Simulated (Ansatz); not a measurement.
**Effect of pressure 2.1 GPa on ZrSi2**

Take ZrSi$_{2}$ (space group Cmcm, No. 63; a = 3.675 Å, b = 14.567 Å, c = 3.656 Å) as the base.

Modification: a hydrostatic pressure of 2.1 GPa.

Calculations: PBEsol, PAW, 420 eV (Ansatz, a first-principles code; no SOC). k-mesh 13×13×13 (Γ-centred); smearing 0.05 eV (Fermi–Dirac).

The volume per atom shrinks by 0.25 Å³ (16.31 Å³ → 16.06 Å³) and the density increases by 0.08 g/cm³ (5.00 g/cm³ → 5.08 g/cm³). The enthalpy H = E + PV relative to the base's energy amounts to +0.21 eV/atom and the band gap remains zero.

Final structure:

```
CELL_PARAMETERS angstrom
      1.82955    -7.22986     0.00000
      1.82955     7.22986     0.00000
      0.00000     0.00000     3.64263
ATOMIC_POSITIONS crystal
  Si 0.94560 0.05440 0.75000
  Si 0.05440 0.94560 0.25000
  Si 0.24987 0.75013 0.75000
  Si 0.75013 0.24987 0.25000
  Zr 0.60448 0.39552 0.75000
  Zr 0.39552 0.60448 0.25000
```

Load acts through the strain it causes; cell and atoms are relaxed under it. Stability against distortions was not tested. The final runs are not spin-polarised.
